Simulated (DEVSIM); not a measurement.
## illuminated Si p-on-n cell, one wavelength, with a back-surface field

Structure: illuminated Si p-on-n cell, one wavelength, with a back-surface field, at 350 K.

```tsv
layer (left to right)	material	thickness (μm)	Nd (cm⁻³)	Na (cm⁻³)	τn (s)	τp (s)	absorption coefficient (cm⁻¹)
1	Si	0.130	-	2.2e18	3.1e-5	9.9e-5	1100
2	Si	56.0	8.6e16	-	0.00045	0.00045	1100
3	Si	0.160	7.6e18	-	0.00045	0.00045	1100
```

Left contact: ohmic, minority electron recombination velocity 30000 cm/s. Right contact: ohmic, minority hole recombination velocity 20 cm/s. Voltage is applied to the left contact. Recombination: SRH at mid-gap, radiative, Auger. Light enters at the left, 1.5e18 photons cm⁻² s⁻¹, one pass, no reflection. Mobility is μmin + (μ − μmin)/(1 + (N/Nref)^α).

This is a model device: material constants are rounded textbook-type values typed into the input, and sizes, dopings and lifetimes were drawn at random. Values at 300 K; Nc and Nv go as T^1.5, mobilities as T to minus their exponent, the gap by Varshni's rule with the affinity fixed.

| parameter | Si |
|---|---|
| gap (eV) | 1.124 |
| affinity (eV) | 4.05 |
| permittivity | 11.7 |
| Nc (cm⁻³) | 2.86e19 |
| Nv (cm⁻³) | 3.1e19 |
| μn (cm²/Vs) | 1417 |
| μp (cm²/Vs) | 470 |
| μn,min | 52 |
| μp,min | 45 |
| Nref,n | 9.7e16 |
| Nref,p | 2.2e17 |
| αn | 0.68 |
| αp | 0.72 |
| T exponent of μn | 2.3 |
| T exponent of μp | 2.2 |
| B (cm³/s) | 4.7e-15 |
| Cn (cm⁶/s) | 2.8e-31 |
| Cp (cm⁶/s) | 9.9e-32 |
| Varshni α (eV/K) | 0.000473 |
| Varshni β (K) | 636 |

Model (solved in DEVSIM): 1D drift-diffusion, Boltzmann statistics, complete ionisation; no tunnelling, impact ionisation, image-force lowering or self-heating.

```json
{
  "potential_step_across_the_device_at_zero_bias": "0.977 V",
  "Dark forward voltage at 1 A/cm²": "0.663 V",
  "Dark forward voltage at 100 A/cm²": "0.821 V",
  "short_circuit_current": "239 mA/cm²",
  "open_circuit_voltage": "0.619 V",
  "fill_factor": "0.81",
  "largest_power": "120 mW/cm²",
  "share_of_generated_pairs_collected_at_short_circuit": "0.996"
}
```

Dark forward current:

| V (V) | J (A/cm²) |
|---|---|
| 0.05 | 1.4e-9 |
| 0.10 | 8.2e-9 |
| 0.20 | 2.3e-7 |
| 0.25 | 1.2e-6 |
| 0.35 | 3.3e-5 |
| 0.40 | 0.00017 |
| 0.50 | 0.0047 |
| 0.55 | 0.025 |
| 0.65 | 0.67 |
| 0.70 | 3.3 |
| 0.80 | 60 |
| 0.85 | 200 |
| 0.95 | 1400 |
| 1.00 | 2600 |

Current under light (generator sign):

```json
[
 {"V (V)": "0.00", "J (mA/cm²)": "239"},
 {"V (V)": "0.08", "J (mA/cm²)": "239"},
 {"V (V)": "0.18", "J (mA/cm²)": "239"},
 {"V (V)": "0.26", "J (mA/cm²)": "239"},
 {"V (V)": "0.36", "J (mA/cm²)": "239"},
 {"V (V)": "0.46", "J (mA/cm²)": "238"},
 {"V (V)": "0.48", "J (mA/cm²)": "237"},
 {"V (V)": "0.50", "J (mA/cm²)": "234"},
 {"V (V)": "0.52", "J (mA/cm²)": "230"},
 {"V (V)": "0.54", "J (mA/cm²)": "221"},
 {"V (V)": "0.56", "J (mA/cm²)": "205"},
 {"V (V)": "0.58", "J (mA/cm²)": "172"},
 {"V (V)": "0.60", "J (mA/cm²)": "110"},
 {"V (V)": "0.62", "J (mA/cm²)": "-11.4"}
]
```
